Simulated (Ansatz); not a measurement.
Start from BAs in the zinc blende structure (space group F-43m, No. 216; a = 4.732 Å). Axes: x, y, z lie along the cube axes.

All numbers come from Ansatz (an electronic-structure program) LDA, no SOC.

For the base:

- Smallest direct gap: 3.29 eV

Perturbation: compressive biaxial strain of 2.00 % in the plane normal to [001], as in epitaxy on a mismatched substrate; the out-of-plane cell vector and the atoms relax.

Task: What does the calculation give for the in-plane stress after the change?

Result: The mean in-plane stress (compression positive) comes out as +7.0 GPa.

Task: Predict the new smallest direct gap.

Result: The smallest direct gap drops by 0.12 eV to 3.17 eV.

Task: What happens to the ratio −ε⊥/ε∥?

Result: The ratio −ε⊥/ε∥ amounts to 0.52.

Whether these cells are dynamically stable was not tested.
